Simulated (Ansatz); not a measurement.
**rock-salt TiC (0 0 1) on antifluorite Mg2Si (0 0 1) (film strained to the substrate, started from cuts of the bulks and a machine-learned relaxation; slabs Mg12Si5 and C12Ti12, which can lie off the formulas)**

A periodic stack without vacuum, rock-salt TiC (0 0 1) on antifluorite Mg2Si (0 0 1) (film strained to the substrate, started from cuts of the bulks and a machine-learned relaxation; slabs Mg12Si5 and C12Ti12, which can lie off the formulas): substrate slab Mg12Si5, film C12Ti12, surface cells [[1, 0], [1, 1]] and [[0, -1], [2, 1]], film strained by +3.8 and +3.8 %, outermost planes Mg/Mg and CTi/CTi as cut, which need not be the usual terminations and can put a slab off its formula.

The start was prepared with a machine-learned potential, and the result is one local minimum, with the in-plane cell held and forces under 0.04 eV/Å; the film can end far from its bulk form.

Level of theory: PBE (plane waves to 420 eV, PAW; Ansatz, a first-principles code). No spin–orbit coupling; the runs are not spin-polarised; PBE gaps are too small against experiment. Its k-point mesh 6×6×1, Fermi–Dirac width 0.05 eV.

```
Quantity                                                                                   Result
--------------------------------------------------------------------------------  ---------------
interface area                                                                            20.3 Å²
period                                                                                    30.84 Å
heights between the nearest atoms of the two slabs at the two interfaces          2.17 and 2.17 Å
Mg–Ti contacts across the interfaces within 1.22 times the sum of covalent radii  16, mean 3.22 Å
C–Mg contacts across the interfaces within 1.22 times the sum of covalent radii    4, mean 2.17 Å
```

```
Mg12Ti12C12Si5
1.0
    4.49678    -0.00024     0.21456
   -0.00085     4.49941     0.02637
    3.00159     2.06355    31.03404
Mg Si C Ti
12 5 12 12
Direct
  0.60516   0.97897   0.13713
  0.10594   0.47849   0.13711
  0.20901   0.53130   0.03579
  0.70932   0.03107   0.03582
  0.39686   0.87456   0.34291
  0.89701   0.37471   0.34290
  0.00046   0.42618   0.24002
  0.50084   0.92609   0.24001
  0.19386   0.77487   0.54708
  0.69407   0.27492   0.54710
  0.79413   0.32394   0.44580
  0.29420   0.82427   0.44577
  0.05319   0.95250   0.18837
  0.65830   0.50542   0.08574
  0.84547   0.84925   0.39454
  0.44883   0.40044   0.29147
  0.24335   0.29929   0.49716
  0.55638   0.70604   0.68696
  0.05629   0.20606   0.68704
  0.12523   0.74056   0.61748
  0.62519   0.24051   0.61751
  0.41852   0.63676   0.82614
  0.91837   0.13679   0.82621
  0.98738   0.67133   0.75670
  0.48725   0.17128   0.75676
  0.28015   0.56707   0.96538
  0.78004   0.06712   0.96541
  0.84933   0.60194   0.89586
  0.34915   0.10185   0.89595
  0.05472   0.70519   0.68873
  0.55466   0.20516   0.68878
  0.62133   0.73858   0.62147
  0.12061   0.23823   0.62219
  0.91898   0.63703   0.82564
  0.41886   0.13698   0.82578
  0.48697   0.67113   0.75710
  0.98681   0.17105   0.75725
  0.78472   0.56948   0.96069
  0.28400   0.06913   0.96139
  0.35102   0.60279   0.89410
  0.85094   0.10277   0.89414
```
